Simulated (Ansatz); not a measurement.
## A computed series for ZnAg: thickness series

Consider ZnAg in the CsCl type structure (space group Pm-3m, No. 221; a = 3.118 Å). Axes: x, y, z lie along the cube axes.

Free-standing slabs (2 atom(s) a layer) normal to [110] with 15 Å of vacuum; in-plane cell held at bulk.

Computed with Kohn–Sham DFT with the PBEsol functional, run in Ansatz (a program for electronic structure) with PAW and 420 eV plane waves, no spin-orbit coupling.

Notes on the quantities. excess energy per area of both faces: slab less bulk energy over the cell's area: twice a surface energy; uncertain by up to 0.2 J/m²; layer's space group: with vacuum.

```tsv
change	excess energy per area of both faces	layer's space group	thickness between the outermost nuclei
1 layer	–	Pmmm (No. 47)	–
2 layers	1.97 J/m²	Pmma (No. 51)	2.37 Å
3 layers	2.1 J/m²	Pmmm (No. 47)	4.58 Å
4 layers	2.1 J/m²	Pmma (No. 51)	6.75 Å
5 layers	2.1 J/m²	Pmmm (No. 47)	8.92 Å
6 layers	2.2 J/m²	Pmma (No. 51)	11.08 Å
7 layers	2.2 J/m²	Pmmm (No. 47)	13.29 Å
```

The excess energy carries the mismatch between the slab's and the bulk's meshes. Stability against distortions was not tested.
